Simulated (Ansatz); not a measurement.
TaRu₃ (P6₃/mmc, No. 194, 8 atoms in the cell; start mp-1187258)

These are PBEsol in Ansatz (PAW) values and carry that method's errors.

Run with plane-wave cutoff 520 eV, 12×12×14 k mesh (along the axes of the cell as run), Fermi–Dirac smearing 0.05 eV, no spin polarisation, scalar-relativistic PAW data made under PBE.

Cell (relaxed at this level):

Space group P6₃/mmc (No. 194); a = 5.523 Å, b = 5.523 Å, c = 4.339 Å, α = 90.00°, β = 90.00°, γ = 120.00°

| atom | site | symmetry | x | y | z |
|---|---|---|---|---|---|
| Ta | 2d | -6m2 | 0.6667 | 0.3333 | 0.2500 |
| Ru | 6h | mm2 | 0.1661 | 0.3321 | 0.2500 |

```
Quantity          Result
---------------  -------
bulk modulus B0  302 GPa
```

Note: the run has no spin polarisation, so it can have missed a magnetic state; the bulk modulus is −V dP/dV from two relaxed cells at ±2 % in volume; the relaxation could not lower the start's symmetry, so the cell can be a saddle point above a distorted one.

Spin–orbit coupling is not included.

The computed numbers hold no vibrational or temperature effects.

It cost roughly 8 core-minutes of CPU time.

A start named mp-… is a Materials Project structure, which need not be a measured phase.

Ansatz is a quantum-chemistry and plane-wave program.
